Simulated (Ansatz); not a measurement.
## ZnGeP2: tensor shear ε_xz = +0.80 %

The reference is ZnGeP2 in the chalcopyrite structure (space group I-42d, No. 122; a = 5.4243 Å, c = 10.7097 Å). Axes: x, y, z lie along a, b, c of the conventional cell.

One thing is altered: a pure shear with ε_xz = ε_zx = 0.0080; the atoms relax in the strained cell.

Computed with PBEsol, PAW, 420 eV (Ansatz, an electronic-structure program; without spin-orbit coupling). k-mesh 9×9×9 (Γ-centred); smearing 0.05 eV (Fermi–Dirac).

- Volume per atom = 19.69 Å³ (base 19.69 Å³)
- Space group = C2 (No. 5) (base I-42d (No. 122))
- Shortest interatomic distance = 2.328 Å (base 2.334 Å)
- Energy relative to the base (free energy F) = +1.0 meV/atom
- Band gap = 1.01 eV (base 1.07 eV)
- Gap character = indirect, Γ → k = (0.444, -0.444, 0.444) in the run's primitive reciprocal basis
- Smallest direct gap = 1.20 eV (base 1.24 eV)
- Valence-band top at Γ (three highest levels, from the VBM) = 0.00, -0.11, -0.15 eV (base 0.00, -0.07, -0.07 eV)
- Stress (xx, yy, zz, yz, xz, xy; compression positive) = (0.01, 0.00, 0.01, 0.00, -1.06, 0.00) GPa

Final structure:

```xyz
8
Lattice="-2.6693 2.7121 5.3332 2.7550 -2.7121 5.3765 2.6693 2.7121 -5.3332" Properties=species:S:1:pos:R:3 pbc="T T T"
Zn     0.0003     0.0088    -0.0001
Zn     0.0211     2.7209     2.6775
Ge     0.0413     0.0043     5.3549
Ge     2.7351     0.0043     2.6991
P      1.4006     1.3490     6.7013
P      1.3882    -1.3530     4.0270
P      1.3758     1.3490     1.3527
P      1.3454     4.0532    -1.3279
```

Stability against distortions was not tested. Labels are those of the standard path for the cell's own space group.
